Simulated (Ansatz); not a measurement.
Response to strain in InSb

Start from InSb in the zinc blende structure (space group F-43m, No. 216; a = 6.556 Å).

Strains are applied to the cell and any free atomic positions relax.

Level of theory: Ansatz (an electronic-structure program), r2SCAN, PAW, cutoff 500 eV, spin-orbit coupling left out.

Notes on the quantities. energy relative to the base: free energy F.

```json
[
 {"isotropic strain (%)": "0", "energy relative to the base (meV/atom)": "0.0"},
 {"isotropic strain (%)": "0.5", "energy relative to the base (meV/atom)": "1.0"},
 {"isotropic strain (%)": "1", "energy relative to the base (meV/atom)": "4.1"},
 {"isotropic strain (%)": "1.5", "energy relative to the base (meV/atom)": "?"},
 {"isotropic strain (%)": "2", "energy relative to the base (meV/atom)": "16.0"},
 {"isotropic strain (%)": "2.5", "energy relative to the base (meV/atom)": "24.5"},
 {"isotropic strain (%)": "3", "energy relative to the base (meV/atom)": "34.6"}
]
```

**Question.** Fit ΔE = Aε² + Bε³ (ε in %) to the rows shown and predict the withheld row.

**Answer.** Least squares on the printed values gives A = 4.29 and B = -0.15 meV/atom (largest residual 0.1 meV/atom); this predicts 9.2 meV/atom, and the run gives 9.1 meV/atom, in agreement.

No phonon test of stability was made. The final runs are not spin-polarised.
